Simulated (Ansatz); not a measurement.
Worked example: self-consistent single point of SbPt (P6_3/mmc, 4 atoms in the cell) in Ansatz (a quantum-chemistry and plane-wave program).

Computed with PBEsol, PAW files made with PBE (plane waves; Ansatz).

```
CELL_PARAMETERS angstrom
      4.10768     0.00000     0.00000
     -2.05384     3.55735     0.00000
      0.00000     0.00000     5.44670
ATOMIC_POSITIONS crystal
  Sb 0.66667 0.33333 0.75000
  Sb 0.33333 0.66667 0.25000
  Pt 0.00000 0.00000 0.50000
  Pt 0.00000 0.00000 0.00000
```

Reference input (self-consistent single point, DFT, LDA (PW92), plane waves, PAW files made with PBE): kpoints.mp_grid.grid = 8 8 5; hamiltonian.xc = lda; hamiltonian.pseudopotentials = {kind: paw} (an earlier, softer set of the program's PAW files); scf.occupations.method = fermi_dirac; scf.occupations.width = 0.0073 Ry. This run's input differs from it in these lines:

Ansatz 0.2 input:
```diff
@@ -15,3 +15,3 @@
 hamiltonian:
-  xc: lda
+  xc: pbesol
   pseudopotentials:
```

Log, with long lists cut:

```
SCF iter   1: F=—  HF=-37590.054064 eV  |F-HF|=—  |Δ(HF+E_count)|=         —  Δρ=7.97e-2  dr2=6.15e0  ethr=3.10e-3  ⟨swp⟩=6.7  Hψ=4783  notcnv=0  defer=1
all-band conjugate gradients solve this SCF's bands
preconditioner: auto → Kerker (q_TF=auto, 2.644 Å⁻¹)
SCF iter   2: F=—  HF=-37588.985900 eV  |F-HF|=—  |Δ(HF+E_count)|=    1.07e0  Δρ=3.78e-2  dr2=1.38e0  ethr=3.10e-3  ⟨swp⟩=2.0  Hψ=1912  notcnv=0  defer=11
   [... lines left out ...]
SCF iter   5: F=—  HF=-37588.714772 eV  |F-HF|=—  |Δ(HF+E_count)|=   7.26e-5  Δρ=3.46e-4  dr2=1.70e-4  ethr=1.23e-6  ⟨swp⟩=2.3  Hψ=2123  notcnv=0  defer=10
SCF iter   6: F=—  HF=-37588.714778 eV  |F-HF|=—  |Δ(HF+E_count)|=   6.29e-6  Δρ=1.07e-4  dr2=1.31e-5  ethr=2.58e-7  ⟨swp⟩=2.0  Hψ=1926  notcnv=0  defer=10
SCF iter   7: F=—  HF=-37588.714782 eV  |F-HF|=—  |Δ(HF+E_count)|=   4.01e-6  Δρ=3.79e-5  dr2=1.08e-6  ethr=1.98e-8  ⟨swp⟩=2.0  Hψ=1849  notcnv=0  defer=10
SCF iter   8: F=-37588.714782 eV  HF=-37588.714782 eV  |F-HF|=4.02e-8  |Δ(HF+E_count)|=   1.37e-7  Δρ=7.36e-6  dr2=7.11e-8  ethr=1.52e-10  ⟨swp⟩=8.6  Hψ=5608  notcnv=0
SCF 1 converged in 8 iterations: F = -37588.714782 eV  dr2 = 7.11e-8
Free energy (F): -37588.714782 eV
Internal energy: -37588.644327 eV  (E = F + TS)
E sigma→0 (E₀):  -37588.679555 eV
Entropy (-TS):   -0.070456 eV (-17.614 meV/atom)
Fermi energy:    17.200138 eV
--- Forces (eV/Å), atoms counted from 1 ---
  atom   1  Sb     0.00000000     0.00000000     0.00000000
   [... zero for the other atoms too ...]
--- Stress (GPa, compression-positive) ---
        5.429146      -0.000000       0.000000
       -0.000000       5.429146       0.000000
        0.000000       0.000000       5.166772
  P = ⅓ Tr σ = 5.3417 GPa (53.417 kbar)
  The stress holds the Pulay correction. Without it, at fixed plane waves, as pw.x and ABINIT print it: P = 5.2980 GPa
```

The run converged in 8 iterations. Against the reference run the pressure goes from 2.38 to 5.34 GPa.

The starting cell comes from a database of computed structures (which also holds hypothetical and non-ambient phases and stackings), without a prior relaxation at this level. Its lattice was rescaled by a random factor within 2.5 % of one. Spin polarisation is off. With a pressure of about 5 GPa the cell is away from its equilibrium volume at this level. Ansatz's pressure includes its estimate of the finite-basis (Pulay) stress.
